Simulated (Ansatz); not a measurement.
Seebeck coefficient (μV/K, mean over directions) of n-type BaZrO$_{3}$ (Pm-3m) against carrier density, PBEsol, rigid bands in Ansatz (an electronic-structure program). Computed gap 3.17 eV; densities at which minority carriers matter at this gap, or further valleys turn the trend, are left out. Conductivity mass 0.53 mₑ (harmonic mean over directions), N_c = 4.4e19 cm⁻³ at 300 K.

```tsv
electron density	300 K	500 K
1e16 cm⁻³	-939	-1008
1e17 cm⁻³	-741	-809
1e18 cm⁻³	-543	-611
3e18 cm⁻³	-448	-516
1e19 cm⁻³	-346	___
3e19 cm⁻³	___	-320
1e20 cm⁻³	-162	-222
3e20 cm⁻³	___	-143
1e21 cm⁻³	-47	-78
```

### Question
Fill in the missing entries.

### Answer

- 1e19 cm⁻³, 500 K: -413
- 3e19 cm⁻³, 300 K: -255
- 3e20 cm⁻³, 300 K: -94

Rigid bands with a gap fixed in temperature, one relaxation time for all states, no polarons or phonon drag, and whether or not such doping can be reached. Spin-orbit coupling is left out.
